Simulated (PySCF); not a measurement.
PySCF 2.14.0, TPSSH/def2-svp, df: F[C](F)C#CC(F)(F)F, charge +1, multiplicity 1, 9 atoms. The geometry is a generated start, not checked to be a minimum at this level.

| Item | Value |
|---|---|
| task | energy |
| method | tpssh |
| basis | def2-svp |
| two-electron scheme | density fitting |
| mol.max_memory | 3000 MB |
| mf.max_cycle | 100 |
| mf.diis_space | 8 (default) |
| mf.conv_tol | 1e-09 (default) |
| mf.grids.level | 3 (default) |
| basis functions | 126 |
| grid points | 127784 |

```xyz
9

F      3.0514    -0.0949     0.7167
C      2.2386    -0.1829    -0.2419
F      2.7681    -0.3939    -1.3658
C      0.8686    -0.0611    -0.0781
C     -0.3351     0.0486     0.0613
C     -1.8244     0.1551     0.2035
F     -2.1467     0.4775     1.4392
F     -2.2725     1.0739    -0.6328
F     -2.3479    -1.0223    -0.1022
```

Charge 1 and multiplicity 1 are set for this test and not shown to be the ground state.

With the defaults (mf.DIIS = CDIIS, mf.diis = true, mf.level_shift = 0, newton = off, mf.init_guess = minao, mf.damp = 0, mf.diis_start_cycle = 1) it converges in 14 Fock builds. One run each on 2 threads, 1 BLAS thread, with these changes:
- mf.init_guess = 1e
- mf.diis = false, mf.damp = 0.7, mf.diis_start_cycle = 999
- newton = Hessian by the SCF's own integrals
- mf.level_shift = 0.1 Hartree
- mf.level_shift = 0.3 Hartree
- mf.diis = false
- mf.DIIS = ADIIS
- mf.init_guess = mod_huckel
- mf.DIIS = EDIIS

Task: Which of these changes keep the SCF from converging, or lead it to another solution?

Result: No convergence: mf.DIIS = EDIIS; mf.diis = false (the run ends without SCF convergence in 100 cycles). The rest reach the solution of the defaults.

```csv
setting,Fock builds,end
the defaults,14,same solution
mf.level_shift = 0.1 Hartree,14,same solution
mf.level_shift = 0.3 Hartree,17,same solution
mf.init_guess = mod_huckel,19,same solution
mf.init_guess = 1e,21,same solution
mf.DIIS = ADIIS,27,same solution
"mf.diis = false, mf.damp = 0.7, mf.diis_start_cycle = 999",27,same solution
newton = Hessian by the SCF's own integrals,45,same solution
mf.DIIS = EDIIS,101,no convergence
mf.diis = false,101,no convergence
```

Under newton the count holds the products with the orbital Hessian.
